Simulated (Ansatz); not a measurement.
An Ansatz (an electronic-structure program) input (Ansatz r2SCAN, no SOC):

Ansatz 0.2 input:
```yaml
crystal:
  lattice:
    - [4.6832251269, 0, 0]
    - [2.3416125635, 4.0557919315, 0]
    - [2.3416125635, -1.3519306438, 4.366158604]
  atoms:
    - { symbol: Al, position: [0.296176106, 0.351911947, 0.055735841] }
    - { symbol: Al, position: [0.703823894, 0.148088053, 0.444264159] }
    - { symbol: Al, position: [0.703823894, 0.648088053, 0.944264159] }
    - { symbol: Al, position: [0.296176106, 0.851911947, 0.555735841] }
    - { symbol: O, position: [0.806365728, 0.943634272, 0.75] }
    - { symbol: O, position: [0.5, 0.556365728, 0.75] }
    - { symbol: O, position: [0.193634272, 0.25, 0.75] }
    - { symbol: O, position: [0.193634272, 0.056365728, 0.25] }
    - { symbol: O, position: [0.5, 0.443634272, 0.25] }
    - { symbol: O, position: [0.806365728, 0.75, 0.25] }
basis: { ecutwfc: 500, ecutrho_ratio: 4, xc_grid: 4, fft_grid_basis: typed }
kpoints: { mp_grid: { grid: [8, 8, 8] } }
hamiltonian:
  xc: r2scan
  dispersion: none
  pseudopotentials: { kind: paw }
scf: { occupations: { method: fermi_dirac, width: 0.05 } }
relax: { f_tol: 0.005, max_steps: 50, cell: { stress_tol: 0.01, fix: [a, b, gamma] } }
output: { forces: true, stress: true }
checkpoint: { write: state.ck, write_every: 1000 }
```

**Question.** Which symmetry and how many k-points will the program report, and about how many plane waves at Γ?

**Answer.** Space group R-3c (ITA 167) with 12 operations, k-points 65 of 512, and 2139 plane waves at Γ.

**Question.** And the final pressure?

**Answer.** 6.79 GPa (compression positive).

The cells carry an imposed strain or load. No phonon test of stability was made. The cell was made from Al2O3 in the corundum structure (space group R-3c, No. 167) by this change: biaxial strain −1.59 %, plane normal [001], relaxed out of plane.
